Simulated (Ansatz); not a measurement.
The reference is Sb in the fcc (Cu type) structure (space group Fm-3m, No. 225; a = 4.714 Å; relaxed with 0.1 eV smearing). Axes: x, y, z lie along the cube axes.

Calculations: PBEsol, PAW, 420 eV (Ansatz, a first-principles code; scalar-relativistic without spin-orbit coupling).

Modification: an isotropic linear strain of +2.84 %; the atoms relax in the strained cell.

**Question.** Predict the stress tensor and what it implies for the stiffness.

**Answer.** Stress of the strained cell less that of the base (GPa, compression positive):
```
   -4.7     0.0     0.0
    0.0    -4.7     0.0
    0.0     0.0    -4.7
```

Then B = −ΔP/(ΔV/V₀) with ΔV/V₀ = 0.0876 gives secant stiffness values (nonlinear terms included at this strain): B ≈ 53 GPa.

As a check, the harmonic strain energy −½ V₀ Δσ:ε is 33 meV/atom; the computed energy rise is 36 meV/atom.

No phonon test of stability was made. This is not the structure that Sb has at room temperature and ambient pressure.
